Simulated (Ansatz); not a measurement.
Functionals compared on H on the 1x1 (0001) surface of hcp Co, ferromagnetic, one in a 2x2 cell, started at the site 'hollow Co-Co-Co over Co at depth 2.0 Å', in Ansatz (plane waves, PAW). The structure was relaxed with PBE; the other rows are single points on it, each with its references at the same level. Cutoff 420 eV.

Slab: 17 atoms, 6.0 Å thick at the start under the adsorbate (thin: gaps and levels are the slab's own); k 7x7x1, smearing 0.1 eV, dipole-corrected; 8 atoms held, the rest relaxed; start symmetry kept, larger cells not searched; spin-polarised, no spin-orbit, no U, no dispersion correction. At the end it is bonded to 3 Co. In PBE it is, or lies within 0.03 eV of, the lowest of the starts that converged. These notes are the PBE run's. Adsorption energies are against ½ H2(g). A negative adsorption energy means that the adsorbate is more stable on the surface than in its reference.

```json
[
 {"functional": "PBE", "adsorption energy (eV)": "-0.51", "work function of the top face (eV)": "4.94", "change of the work function (eV)": "-0.04", "magnetic moment of the cell (μB)": "26.66", "rough cost of the single point": "–"},
 {"functional": "RPBE", "adsorption energy (eV)": "(withheld)", "work function of the top face (eV)": "(withheld)", "change of the work function (eV)": "(withheld)", "magnetic moment of the cell (μB)": "26.89", "rough cost of the single point": "roughly 2.6 core-minutes"}
]
```

Problem. What belongs in the gaps?

Solution. 
- RPBE, adsorption energy (eV): -0.35
- RPBE, work function of the top face (eV): 4.77
- RPBE, change of the work function (eV): -0.03

Ansatz is a program for electronic structure.
